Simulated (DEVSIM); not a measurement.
Device: abrupt Si p-n junction, at 300 K.

Layer 1 from the left is Si, thickness (μm) 1.60, Na (cm⁻³) 5.6e17, τn (s) 2.6e-7, τp (s) 2.6e-7. Layer 2 from the left is Si, thickness (μm) 3.00, Nd (cm⁻³) 1.5e14, τn (s) 2.6e-7, τp (s) 2.6e-7.

Left contact: ohmic. Right contact: ohmic. Voltage is applied to the left contact. Recombination: SRH at mid-gap, Auger. Mobility is μmin + (μ − μmin)/(1 + (N/Nref)^α).

The device is made up for the run: typed textbook-type constants, with dimensions and the other settings drawn at random. Values at 300 K.

Si: gap (eV) 1.124, affinity (eV) 4.05, permittivity 11.7, Nc (cm⁻³) 2.86e19, Nv (cm⁻³) 3.1e19, μn (cm²/Vs) 1417, μp (cm²/Vs) 470, μn,min 52, μp,min 45, Nref,n 9.7e16, Nref,p 2.2e17, αn 0.68, αp 0.72, Cn (cm⁶/s) 2.8e-31, Cp (cm⁶/s) 9.9e-32.

Simulated with DEVSIM: 1D drift-diffusion, Boltzmann statistics, complete ionisation; no tunnelling, impact ionisation, image-force lowering or self-heating.

### Question
What does the simulation give for the potential step across the device at zero bias, the dark forward voltage at 1 A/cm²?

### Answer
potential step across the device at zero bias 0.706 V; dark forward voltage at 1 A/cm² 0.498 V.
